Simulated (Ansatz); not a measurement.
A. zinc blende BAs
B. zinc blende InP
C. Si (diamond, Fd-3m)
D. CuI (zinc blende, F-43m)

Rank these crystals by Grüneisen parameter at 300 K, lowest first, as quasi-harmonic lattice dynamics on LDA in Ansatz (an electronic-structure program) gives it.

C (0.41), B (0.61), A (0.81), D (1.33)

 Spin-orbit coupling is not included.

No phase change or melting is allowed for: the numbers belong to this structure as given.

The PAW data sets were generated under PBE and serve the other functionals too.
